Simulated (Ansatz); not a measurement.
The starting structures come from a database of crystals and need not be the phases stable at ambient conditions.

The decay constant κ of evanescent states in the gap governs leakage through a thin film.

Here is the system:

```yaml
crystal:
  lattice:
    - [6.76508, 0.00000, 0.00000]
    - [-2.86953, 6.12635, 0.00000]
    - [0.90168, 1.41803, 6.57910]
  atoms:
    - { symbol: Rb, position: [0.63026, 0.63026, 0.65307] }
    - { symbol: Rb, position: [0.36974, 0.36974, 0.34693] }
    - { symbol: Rb, position: [0.80169, 0.19831, 0.50000] }
    - { symbol: Rb, position: [0.19831, 0.80169, 0.50000] }
    - { symbol: Rb, position: [0.73220, 0.26780, 0.00000] }
    - { symbol: Rb, position: [0.26780, 0.73220, 0.00000] }
    - { symbol: Al, position: [0.15607, 0.15607, 0.85366] }
    - { symbol: Al, position: [0.84393, 0.84393, 0.14634] }
    - { symbol: O, position: [0.14687, 0.39979, 0.73800] }
    - { symbol: O, position: [0.85313, 0.60021, 0.26200] }
    - { symbol: O, position: [0.60021, 0.85313, 0.26200] }
    - { symbol: O, position: [0.39979, 0.14687, 0.73800] }
    - { symbol: O, position: [0.09904, 0.09904, 0.13214] }
    - { symbol: O, position: [0.90096, 0.90096, 0.86786] }
```

Space group of this cell: C2/m. The cell is taken as given.

Transport runs along the normal of the first two printed cell vectors.

No gap correction and no spin-orbit coupling; mid-gap values are interpolated between computed energies.

### Question
Predict the band gap and the smallest decay constant κ at mid-gap from r2SCAN (Ansatz, a program for electronic structure).

### Answer
Gap 3.41 eV on a 6×6×6 mesh; κ = 0.348 1/Å, at the zone centre.
